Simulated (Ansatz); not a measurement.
V_O+V_O in metastable alpha Ga2O3 (start: the O site; O 2.66 Å away; 120-site cell, 2×2×2 Γ-centred sampling), charge +4. Method: PBE, PAW (plane waves to 420 eV; Ansatz, an electronic-structure program).

```yaml
total_energy_of_the_defect_cell: -221382.4918 eV
total_energy_of_the_perfect_cell: -222477.7635 eV
"μ(O) in O2 molecule in a box, atoms added −2": -564.9684 eV
"Δμ(O), Ga-rich": -2.986 eV
valence-band maximum on the cell's zero: 8.595 eV
image_correction_with_alignment: 1.079 eV
fermi_level_above_the_maximum: 0.70 eV
```

**Question.** Work out the formation energy.

**Answer.** E_f = E(defect) − E(perfect) − Σ n μ + q (E_VBM + E_F) + E_corr = 1095.272 − (1135.910) + (37.180) + (1.079) = -2.38 eV.
